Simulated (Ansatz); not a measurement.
## hypothetical cubic perovskite NaZnCl3 with two functionals, uniaxial stress, 0.5 GPa tension along z

The reference is NaZnCl₃ in the cubic perovskite structure (space group Pm-3m, No. 221; a = 4.913 Å; a hypothetical phase, not in the database extracts checked). Axes: x, y, z lie along the cube axes.

(Cell as relaxed with PBE.)

Levels (all Ansatz, an electronic-structure program, PAW): PBE (420 eV, no spin-orbit coupling); r2SCAN (500 eV, no spin-orbit coupling).

Each level relaxes its own structure.

| base | PBE | r2SCAN |
|---|---|---|
| volume per atom | 23.72 Å³ | 22.94 Å³ |
| lattice parameter a | 4.913 Å | 4.859 Å |
| band gap | 1.58 eV | 2.34 eV |

Perturbation: uniaxial stress, 0.5 GPa tension along z, with the cell and atoms free to relax against it.

```tsv
quantity	PBE	r2SCAN
energy relative to the base (free energy F)	+0.5 meV/atom	(withheld)
strain response (xx, yy, zz)	(−0.38, −0.38, +1.28) %	(withheld)
electron mass	0.23 mₑ (at Γ)	(withheld)
band gap	1.54 eV	(withheld)
```

Q: Predict the r2SCAN column.

A: 
- energy relative to the base (free energy F), r2SCAN: +0.4 meV/atom
- strain response (xx, yy, zz), r2SCAN: (−0.32, −0.32, +1.07) %
- electron mass, r2SCAN: 0.27 mₑ (at Γ)
- band gap, r2SCAN: 2.31 eV

PBE's band gap lies 0.764 eV below r2SCAN's. Neither level is exact; r2SCAN is the comparison here, not a measurement.

Masses are band curvatures over ±0.01 Å⁻¹ around the edge. Stability under load was not tested beyond the relaxation. Many cubic perovskites are stable only at high temperature; tilts and polar distortions were not tested.
